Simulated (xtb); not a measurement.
xtb 6.7.1, GFN2-xTB: Cc1cc(-c2sccc2C)sc1-c1ccco1, 29 atoms. The geometry is a generated start, not checked to be a minimum at this level.

```
Quantity                  Result
-----------------  -------------
run flags                 --grad
method                  GFN2-xTB
--acc                1 (default)
--etemp (K)        300 (default)
basis functions               92
valence electrons             86
```

```xyz
29

C     -1.6075    -2.7457     0.2239
C     -0.8360    -1.4896    -0.0203
C      0.5988    -1.4726    -0.1203
C      1.1216    -0.2108    -0.3110
C      2.5126     0.1435    -0.4558
S      3.4730    -0.6532    -1.6382
C      4.8550     0.2577    -1.2341
C      4.6046     1.1422    -0.2117
C      3.2485     1.0819     0.2590
C      2.7381     1.9310     1.3794
S     -0.1188     0.9569    -0.3890
C     -1.3595    -0.2107    -0.1679
C     -2.7360     0.2227    -0.1552
C     -3.8880    -0.4731    -0.4936
C     -4.9873     0.4023    -0.3149
C     -4.4549     1.5897     0.1173
O     -3.1069     1.4960     0.2131
H     -0.9482    -3.5533     0.5597
H     -2.3641    -2.5980     1.0010
H     -2.0988    -3.0765    -0.6963
H      1.2192    -2.3583    -0.0398
H      5.7859     0.1010    -1.7611
H      5.3616     1.8055     0.1900
H      2.1676     2.7783     0.9865
H      3.5656     2.3301     1.9756
H      2.0982     1.3526     2.0534
H     -3.9347    -1.4931    -0.8455
H     -6.0337     0.1945    -0.4873
H     -4.8759     2.5493     0.3829
```

One run each on 1 thread. Values of broydamp tried: 0.02, 0.05, 0.1, 0.2, 0.4 (default), 0.6, 0.8, 1.

Question: Predict the course of the SCC iterations along this series.

Answer: Fewest SCC iterations, within one of each other: 0.2 with 12, 0.4 (default) with 12, 0.6 with 13. The count rises to 19 at 0.02. All converge to one solution.

```
broydamp       SCC iterations            end
-------------  --------------  -------------
0.02                       19  same solution
0.05                       17  same solution
0.1                        15  same solution
0.2                        12  same solution
0.4 (default)              12  same solution
0.6                        13  same solution
0.8                        14  same solution
1                          14  same solution
```
